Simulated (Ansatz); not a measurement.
Start from Ge₂Sb₂Te₅ (space group P-3m1, No. 164; a = 4.223 Å, c = 16.871 Å). Axes: x lies along a and z along c of the hexagonal cell.

Method: Ansatz (an electronic-structure program), PBEsol, PAW, cutoff 420 eV, spin-orbit coupling left out.

Strains are applied to the cell and any free atomic positions relax; under biaxial strain the out-of-plane vector relaxes too.

One change was made to it. Results:

The band gap becomes zero (base: 0.14 eV); the pressure (mean of the normal stresses, compression positive) goes from zero to 1.0 GPa; the shortest interatomic distance shrinks by 0.022 Å, from 2.948 Å to 2.926 Å.

Problem. What was done to the base?
(A) biaxial strain +2.15 %, plane normal [001], relaxed out of plane
(B) biaxial strain −0.89 %, plane normal [001], relaxed out of plane
(C) strain tensor (xx, yy, zz, yz, xz, xy) = (+1.48, +0.79, −0.25, +0.11, −0.51, −0.42) %
(D) isotropic strain +1.42 %
(E) biaxial strain −1.81 %, plane normal [001], relaxed out of plane

Solution. E, biaxial strain −1.81 %, plane normal [001], relaxed out of plane. For comparison, the band gap in the other runs: biaxial strain +2.15 %, plane normal [001], relaxed out of plane gives 0.15 eV; biaxial strain −0.89 %, plane normal [001], relaxed out of plane gives 0.10 eV; isotropic strain +1.42 % gives 0.33 eV; strain tensor (xx, yy, zz, yz, xz, xy) = (+1.48, +0.79, −0.25, +0.11, −0.51, −0.42) % gives 0.16 eV.

A case with no gap was solved on a k-mesh chosen for an insulator, which is coarse for it. With Sb and Te present, leaving out spin-orbit coupling can change the band edges. No phonon test of stability was made. All final runs are without spin polarisation. A zero or small gap of Ge2Sb2Te5 can be the functional's error rather than a property of the material.
